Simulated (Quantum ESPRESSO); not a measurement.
Input and output of a self-consistent single point for ScTc₃ (Fm-3m, 4 atoms in the cell) (Quantum ESPRESSO).

Method of the run: PBEsol, PseudoDojo standard norm-conserving (PBESOL) pseudopotentials (plane waves; Quantum ESPRESSO).

The change in words: lattice scaled by 0.98. Reference geometry:
```yaml
crystal:
  lattice:
    - [-3.12398, 0.00000, 3.12398]
    - [0.00000, 3.12398, 3.12398]
    - [-3.12398, 3.12398, 0.00000]
  atoms:
    - { symbol: Sc, position: [0.00000, 0.00000, 0.00000] }
    - { symbol: Tc, position: [0.25000, 0.25000, 0.25000] }
    - { symbol: Tc, position: [0.75000, 0.75000, 0.75000] }
    - { symbol: Tc, position: [0.50000, 0.50000, 0.50000] }
```

Reference input (self-consistent single point, DFT, PBEsol, plane waves, PseudoDojo standard norm-conserving (PBESOL) pseudopotentials): ecutwfc = 85 Ry; occupations = smearing; smearing = gauss; degauss = 0.0073499 Ry; potentials = {Sc: Sc.upf, Tc: Tc.upf}; K_POINTS = automatic 7 7 7 0 0 0; conv_thr = 1e-10 Ry; mixing_beta = 0.7. This run's input differs from it in these lines:

```diff
@@ -10,3 +10,3 @@
   ibrav = 2,
-  celldm(1) = 11.8069521349,
+  celldm(1) = 11.5708119583,
   nat = 4,
```

Output, abridged:

```
     Self-consistent Calculation

     iteration #  1     ecut=    85.00 Ry     beta= 0.70

     Threshold (ethr) on eigenvalues was too large:
     Diagonalizing with lowered threshold

     total energy              =    -605.45800356 Ry
     estimated scf accuracy    <       0.25899582 Ry

     iteration #  2     ecut=    85.00 Ry     beta= 0.70

     total energy              =    -605.13220263 Ry
     estimated scf accuracy    <       4.15894556 Ry

     iteration #  3     ecut=    85.00 Ry     beta= 0.70

     total energy              =    -605.58975825 Ry
     estimated scf accuracy    <       0.06428684 Ry

   [... 9 blocks of this kind left out ...]

     iteration # 13     ecut=    85.00 Ry     beta= 0.70

     total energy              =    -605.59883909 Ry
     estimated scf accuracy    <          4.1E-10 Ry

     iteration # 14     ecut=    85.00 Ry     beta= 0.70
     End of self-consistent calculation

     the Fermi energy is    21.3717 ev

!    total energy              =    -605.59883909 Ry
     estimated scf accuracy    <          3.3E-11 Ry
     smearing contrib. (-TS)   =      -0.00086379 Ry
     internal energy E=F+TS    =    -605.59797530 Ry

     convergence has been achieved in  14 iterations

     Forces acting on atoms (cartesian axes, Ry/au):

     atom    1 type  1   force =    -0.00000000   -0.00000000    0.00000000
   [... zero for the other atoms too ...]

     Total force =     0.000000     Total SCF correction =     0.000000

          total   stress  (Ry/bohr**3)                   (kbar)     P=       96.54
   0.00065629   0.00000000   0.00000000           96.54        0.00        0.00
   0.00000000   0.00065629  -0.00000000            0.00       96.54       -0.00
   0.00000000  -0.00000000   0.00065629            0.00       -0.00       96.54

   JOB DONE.
```

The run converged in 14 iterations. Against the reference run the free energy rises by 10.3 meV/atom and the pressure goes from -5.23 to 9.65 GPa.

The starting cell comes from a database of computed structures (which also holds hypothetical and non-ambient phases and stackings), without a prior relaxation at this level. For this run, on top of that: lattice scaled by 0.98. Spin polarisation is off. With a pressure of about 10 GPa the cell is away from its equilibrium volume at this level.

Cost on one core of a shared machine: roughly 60 s.
